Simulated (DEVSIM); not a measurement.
System: abrupt GaAs n-p junction, at 250 K.

Layer 1 from the left is GaAs, thickness (μm) 89.0, Nd (cm⁻³) 7.1e16, τn (s) 7.4e-8, τp (s) 7.4e-8. Layer 2 from the left is GaAs, thickness (μm) 1.30, Na (cm⁻³) 9.1e15, τn (s) 7.4e-8, τp (s) 7.4e-8.

Left contact: ohmic. Right contact: ohmic. Voltage is applied to the left contact. Recombination: SRH at mid-gap. Mobility is μmin + (μ − μmin)/(1 + (N/Nref)^α).

The device is made up for the run: typed textbook-type constants, with dimensions and the other settings drawn at random. Values at 300 K; Nc and Nv go as T^1.5, mobilities as T to minus their exponent, the gap by Varshni's rule with the affinity fixed.

GaAs: gap (eV) 1.424, affinity (eV) 4.07, permittivity 12.9, Nc (cm⁻³) 4.7e17, Nv (cm⁻³) 9e18, μn (cm²/Vs) 8500, μp (cm²/Vs) 400, μn,min 500, μp,min 20, Nref,n 6e16, Nref,p 1.5e17, αn 0.39, αp 0.38, T exponent of μn 2.1, T exponent of μp 2.2, Varshni α (eV/K) 0.000541, Varshni β (K) 204.

Question: Estimate by hand the built-in potential, the peak field at zero bias, the capacitance at 3 V, and compare with a numerical solution.

Answer: 
- Built-in potential: ni = √(Nc Nv) exp(−Eg/2kT) = 4150 cm⁻³ with Eg = 1.446 eV; Vbi = kT/q ln(Na Nd/ni²) = 1.269 V; numerical 1.269 V.
- Peak field at zero bias: depletion approximation: W = √(2εVbi/(qN)) = 0.474 μm with N = 8.07e15 cm⁻³; field = 2Vbi/W = 53600 V/cm; numerical 52700 V/cm (estimate above by 1.7 %).
- Capacitance at 3 V: C = √(qεN / 2(Vbi + |V|)) = 13.1 nF/cm²; numerical 13.2 nF/cm².

Model (solved in DEVSIM): 1D drift-diffusion, Boltzmann statistics, complete ionisation; no tunnelling, impact ionisation, image-force lowering or self-heating.
